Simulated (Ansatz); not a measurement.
# Hypothetical zinc blende BiP: response to strain

The parent structure is BiP in the zinc blende structure (space group F-43m, No. 216; a = 6.5024 Å; a hypothetical phase, not in the database extracts checked; relaxed with 0.1 eV smearing). Axes: x, y, z lie along the cube axes.

Strains are applied to the cell and any free atomic positions relax; under biaxial strain the out-of-plane vector relaxes too; under stress the whole cell relaxes.

All numbers come from Ansatz (an electronic-structure program), PBE, PAW, cutoff 420 eV, without spin-orbit coupling.

Notes on the quantities. energy relative to the base: free energy F.

| case | volume per atom | energy relative to the base |
|---|---|---|
| base | 34.37 Å³ | 0 meV/atom |
| biaxial strain +3.43 %, plane normal [001], relaxed out of plane | 33.82 Å³ | -1.6 meV/atom |
| biaxial strain +2.36 %, plane normal [110], relaxed out of plane | 32.46 Å³ | -18 meV/atom |
| isotropic strain +0.49 % | 34.87 Å³ | +1.0 meV/atom |
| isotropic strain +4.37 % | 39.07 Å³ | +69 meV/atom |
| uniaxial strain ε_yy = −2.52 % | 33.50 Å³ | +2.8 meV/atom |
| uniaxial strain ε_yy = −2.01 % | 33.67 Å³ | +1.8 meV/atom |
| uniaxial strain ε_zz = −3.82 % | 33.05 Å³ | +6.4 meV/atom |
| tensor shear ε_xz = +2.37 % | 34.35 Å³ | -4.2 meV/atom |
| uniaxial stress, 5 GPa compression along x | 24.40 Å³ | +39 meV/atom |

A biaxial case was relaxed in a doubled cell and then solved in the primitive one. Beyond what the load breaks, stability against distortions was not tested. The final runs are not spin-polarised. Under biaxial strain +3.43 %, plane normal [001], relaxed out of plane, biaxial strain +2.36 %, plane normal [110], relaxed out of plane and tensor shear ε_xz = +2.37 % the cell ends below the base's energy or with stress of the wrong sign: the atoms slid into a distortion or the cell is elastically unstable, so the base is not a stable minimum at this level. Under uniaxial stress, 5 GPa compression along x the cell changed shape so far that it is another structure.
